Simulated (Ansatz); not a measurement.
# Rutile IrO2: elastic constant C11 by level of theory

No measured value is used here.

| level (code) | value (GPa) | cell (Å³/atom) |
|---|---|---|
| LDA (Ansatz) | 355 | 10.28 |
| PBE (Ansatz) | [?] | 10.87 |
| PBEsol (Ansatz) | 334 | 10.51 |
| PBEsol+SOC (Ansatz) | 324 | 10.57 |

Task: Complete the blanks.

Result: 
- PBE (Ansatz, an electronic-structure program), value (GPa): 309

The crystal itself was run without spin with LDA, PBE, PBEsol; a magnetic state was not tried in these runs. Density-functional levels without +SOC have no spin–orbit coupling. Each level is taken at its own relaxed cell. Ansatz's density-functional and Hartree–Fock values are scalar-relativistic unless marked +SOC, with PAW data made under PBE.
